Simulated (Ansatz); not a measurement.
**Short convergence ladders for BaTiO₃ (R3m, 5 atoms in the cell)**

```yaml
crystal:
  lattice:
    - [2.83401, 1.63622, 2.32388]
    - [-2.83401, 1.63622, 2.32388]
    - [0.00000, -3.27244, 2.32388]
  atoms:
    - { symbol: Ba, position: [0.00014, 0.00014, 0.00014] }
    - { symbol: Ti, position: [0.51333, 0.51333, 0.51333] }
    - { symbol: O, position: [0.48895, 0.97972, 0.48895] }
    - { symbol: O, position: [0.48895, 0.48895, 0.97972] }
    - { symbol: O, position: [0.97972, 0.48895, 0.48895] }
```

Base method: LDA (PW92), default PAW files made with PBE (plane waves; Ansatz, an electronic-structure program).

Base settings: basis.ecutwfc = 420 eV; kpoints.mp_grid.grid = 6 6 6; hamiltonian.xc = lda; hamiltonian.pseudopotentials = {kind: paw} (the program's default PAW files); scf.occupations.method = fermi_dirac; scf.occupations.width = 0.01 eV.

Core times come from one kind of shared machine, to one figure; runs under 30 s give none.

**Zone-centre phonons against the cutoff**

In this ladder: scf.occupations.method = fixed; scf.occupations.width = default; phonons.method = dfpt; phonons.dielectric = true; phonons.rigid_motions = translations.

The mesh stays at the base's, so the ladder's end is converged at best in this setting alone.

Frequencies are those of the unrelaxed cell, without the LO-TO term of polar crystals.

Only quantities that move along the ladder and can be compared are tabulated.

ε∞ and Born charges come from denser meshes that the program picks itself.

```tsv
basis.ecutwfc	highest zone-centre frequency (cm⁻¹)	lowest optical frequency (cm⁻¹)	largest Born charge (mean of the diagonal) (e)	core time / last (rough)
210 eV	664.7	149.5	5.968	0.4
295 eV	481.3	121.5	6.174	0.5
420 eV	509.2	150.8	6.130	0.8
505 eV	509.0	150.9	6.130	1
```

Coarsest basis.ecutwfc that holds the largest Born charge (mean of the diagonal) within 0.05 e of the last step, with all finer ones: 295 eV; the step before is off by 0.16 e.

Coarsest basis.ecutwfc that holds the lowest optical frequency within 5 cm⁻¹ of the last step, with all finer ones: 420 eV; the step before is off by 29 cm⁻¹.

Coarsest basis.ecutwfc that holds the highest zone-centre frequency within 2 cm⁻¹ of the last step, with all finer ones: 420 eV; the step before is off by 28 cm⁻¹.

**The dielectric constant against the mesh**

In this ladder: scf.occupations.method = fixed; scf.occupations.width = default; dielectric = true; dielectric.field_mesh = kpoints.

Only quantities that move along the ladder and can be compared are tabulated.

| kpoints.mp_grid.grid | largest Born charge (mean of the diagonal) (e) | mean ε∞ | core time / last (rough) |
|---|---|---|---|
| 2 2 2 | 6.139 | 5.147 | – |
| 4 4 4 | 6.095 | 5.789 | 0.09 |
| 6 6 6 | 6.114 | 5.863 | 0.3 |
| 10 10 10 | 6.118 | 5.874 | 1 |

Coarsest kpoints.mp_grid.grid that holds the mean ε∞ within 0.1 of the last step, with all finer ones: 4 4 4, at about 0.09 of the last step's time; the step before is off by 0.73.

Coarsest kpoints.mp_grid.grid that holds the largest Born charge (mean of the diagonal) within 0.01 e of the last step, with all finer ones: 6 6 6, at about 0.3 of the last step's time; the step before is off by 0.022 e.

On the base run: the starting cell comes from a database of computed structures (which also holds hypothetical and non-ambient phases and stackings), without a prior relaxation at this level. Its lattice was rescaled by up to half a per cent. In the base run, with a pressure of about -7 GPa the cell is away from its equilibrium volume at this level.

Keys are those of Ansatz 0.2.
